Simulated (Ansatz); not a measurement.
Base system: NaCaF$_{3}$ in the cubic perovskite structure (space group Pm-3m, No. 221; a = 4.372 Å; a hypothetical phase, not in the database extracts checked). Axes: x, y, z lie along the cube axes.

It is then changed as follows: tensile biaxial strain of 0.38 % in the plane normal to [001], as in epitaxy on a mismatched substrate; the out-of-plane cell vector and the atoms relax.

Levels (all Ansatz, a first-principles code, PAW): PBEsol (420 eV, scalar-relativistic without spin-orbit coupling); HSE06 (420 eV, spin-orbit coupling left out).

The geometry is relaxed with PBEsol.

PBEsol lowest conduction level above the VBM at special points: Γ 5.09 eV; X 7.21 eV; Z 7.23 eV

Problem. How does going to HSE06 change the lowest conduction level above the VBM at special points?

Solution. The lowest conduction level above the VBM at special points becomes Γ 7.10 eV; X 9.21 eV; Z 9.24 eV (PBEsol: Γ 5.09 eV; X 7.21 eV; Z 7.23 eV).

Single points use the geometry relaxed with PBEsol. The hybrid gap comes from the SCF mesh plus the semilocal run's edge points and a few special points and is an upper bound. The levels and masses belong to the bands next to the band gap. Whether these cells are dynamically stable was not tested. Many cubic perovskites are stable only at high temperature; tilts and polar distortions were not tested. k-point labels follow each cell's own Brillouin zone.
